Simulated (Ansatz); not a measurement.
## Functionals side by side, with their cost (level): MgAg2C2O6 (R3, 11 atoms in the cell)

Cell: a = 6.9865 Å, b = 6.9865 Å, c = 6.9865 Å, α = 43.91°, β = 43.91°, γ = 43.91°.

Program: Ansatz (a quantum-chemistry and plane-wave program), default PAW files; each row names its functional.

Base settings: basis.ecutwfc = 420 eV; kpoints.mp_grid.grid = 3 3 3; hamiltonian.xc = hse06; hamiltonian.pseudopotentials = {kind: paw}, with the files named one by one; scf.occupations.method = gaussian; scf.occupations.width = 0.01 eV.

Differences are taken from HSE06, a reference of convenience: it is no measurement, and no ranking of the functionals follows. Where a row names another cutoff or potentials, its difference holds that change too.

Core times come from one kind of shared machine and are given to one figure; runs under 30 s give none.

The starting cell comes from a database of computed structures (which also holds hypothetical and non-ambient phases and stackings), without a prior relaxation at this level. Its lattice was rescaled by a random factor within 2.5 % of one.

```tsv
level	gap on the mesh less reference (eV)	largest difference in the force on any atom (eV/Å)	core time / reference (rough)
PBEsol (hamiltonian.pseudopotentials: {kind: paw}, with the files named one by one → {kind: paw} (the program's default PAW files))	-1.699	0.913	–
PBE0	0.759	0.013	0.8
HSE06	0.000	0.000	1
```

PBEsol (hamiltonian.pseudopotentials: {kind: paw}, with the files named one by one → {kind: paw} (the program's default PAW files)) ran in under 30 s, against roughly 300 s for HSE06.

Keys are those of Ansatz 0.2.
